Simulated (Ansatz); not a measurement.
A working Ansatz (a quantum-chemistry and plane-wave program) input for Er (P1, 4 atoms in the cell) (DFT, LDA (PW92), plane waves, default PAW files made with PBE):

Ansatz 0.2 input:
```yaml
# Er
crystal:
  lattice:
    - [3.531182, 0.000000, 0.000000]
    - [-1.765591, 3.058093, 0.000000]
    - [0.000000, 0.000000, 11.361601]
  atoms:
    - { symbol: Er, position: [0.001773, -0.001188, -0.000434], spin: 3.0 }
    - { symbol: Er, position: [0.006738, -0.000836, 0.498117], spin: 3.0 }
    - { symbol: Er, position: [0.330485, 0.671574, 0.251623], spin: 3.0 }
    - { symbol: Er, position: [0.661004, 0.330451, 0.750694], spin: 3.0 }
basis:
  ecutwfc: 420.0
kpoints:
  mp_grid: { grid: [7, 7, 2] }
hamiltonian:
  xc: lda
  pseudopotentials: { kind: paw }
magnetization:
  spin_polarized: true
scf:
  occupations: { method: fermi_dirac, width: 0.1 }
output:
  forces: true
  eigenvalues: true
  stress: true
```

The run converged in 22 iterations: free energy E − TS (on the zero of these files) -47450.6430 eV; Fermi level (on the code's own zero) 12.41 eV; pressure -1.82 GPa; largest force (vector length) 0.102 eV/Å; size of the cell's spin moment 9.13 μB. Each of these slips is then made, one at a time:

(1)
```diff
-    - { symbol: Er, position: [0.001773, -0.001188, -0.000434], spin: 3.0 }
-    - { symbol: Er, position: [0.006738, -0.000836, 0.498117], spin: 3.0 }
-    - { symbol: Er, position: [0.330485, 0.671574, 0.251623], spin: 3.0 }
-    - { symbol: Er, position: [0.661004, 0.330451, 0.750694], spin: 3.0 }
+    - { symbol: Er, position: [0.008358, -0.003633, -0.004931], spin: 3.0 }
+    - { symbol: Er, position: [0.025269, -0.002557, 5.659407], spin: 3.0 }
+    - { symbol: Er, position: [-0.018722, 2.053736, 2.858840], spin: 3.0 }
+    - { symbol: Er, position: [1.750684, 1.010550, 8.529086], spin: 3.0 }
```

(2)
```diff
+  max_iter: 40
+  convergence: { dr2_threshold: 1.0e-22 eV }
```

Predict the outcome of each change.


(1) Fractional and Cartesian coordinates mixed up. The run converged in 23 iterations without an error; against the sound input the free energy rises by 5.93 eV/atom, the pressure goes from -1.82 to 66.66 GPa, the largest force goes from 0.102 to 68.99 eV/Å and the size of the net moment goes from 2.28 to 1.78 μB/atom.

(2) A threshold far tighter than needed, beside a limit on iterations. The run ended unconverged after 40 iterations.
```
did not converge after 40 iterations: dr2 = 4.79e-20 (threshold 1.00e-22), under the density mixer `msr1`, which `scf.mixing.algorithm: auto` chose by the deck's other keys (type `scf.mixing.algorithm: msr1` to keep it); raise `scf.max_iter`, which need not help a stalled SCF, or adjust the mixing (`scf.mixing`) or, under a smearing, its width (`sc [...]
```

The starting cell was generated: these elements placed on a structure prototype, without a prior relaxation; it need not be a known phase or ordering of this composition. Its atoms were displaced at random from the sites of space group no. 194. The magnetic order is the one reached from the typed start; others were not searched systematically. With U or open f shells several self-consistent states can exist. The f electrons are in the valence without U or exact exchange, which can misplace them near the Fermi level. Spin-orbit terms, which matter for f shells, are left out. Ansatz's pressure includes its estimate of the finite-basis (Pulay) stress.

Left out of this page: 4 runs of the series with a known weakness of the program; 1 run of the series stopped by limits of time or memory.
